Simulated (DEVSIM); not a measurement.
Structure: illuminated Si p-on-n cell, one wavelength, at 300 K.

Layer 1 from the left is Si, thickness (μm) 0.0830, Na (cm⁻³) 1.3e19, τn (s) 3.2e-5, τp (s) 3.2e-6, absorption coefficient (cm⁻¹) 16000. Layer 2 from the left is Si, thickness (μm) 58.0, Nd (cm⁻³) 5e16, τn (s) 7.2e-5, τp (s) 7.2e-5, absorption coefficient (cm⁻¹) 16000.

Left contact: ohmic, minority electron recombination velocity 10000 cm/s. Right contact: ohmic, minority hole recombination velocity 4e5 cm/s. Voltage is applied to the left contact. Recombination: SRH at mid-gap, radiative, Auger. Light enters at the left, 2.1e18 photons cm⁻² s⁻¹, one pass, no reflection. Mobility is μmin + (μ − μmin)/(1 + (N/Nref)^α).

Constants are typed, rounded textbook-type inputs, not results; the design itself was drawn at random and stands for no fabricated device. Values at 300 K.

Si: gap (eV) 1.124, affinity (eV) 4.05, permittivity 11.7, Nc (cm⁻³) 2.86e19, Nv (cm⁻³) 3.1e19, μn (cm²/Vs) 1417, μp (cm²/Vs) 470, μn,min 52, μp,min 45, Nref,n 9.7e16, Nref,p 2.2e17, αn 0.68, αp 0.72, B (cm³/s) 4.7e-15, Cn (cm⁶/s) 2.8e-31, Cp (cm⁶/s) 9.9e-32.

DEVSIM, 1D drift-diffusion, Boltzmann statistics, complete ionisation; no tunnelling, impact ionisation, image-force lowering or self-heating.

Q: What does the simulation give for the share of generated pairs collected at short circuit, the dark forward voltage at 1 A/cm², the dark forward voltage at 100 A/cm², the potential step across the device at zero bias?

A: share of generated pairs collected at short circuit 0.990; dark forward voltage at 1 A/cm² 0.728 V; dark forward voltage at 100 A/cm² 0.878 V; potential step across the device at zero bias 0.937 V.
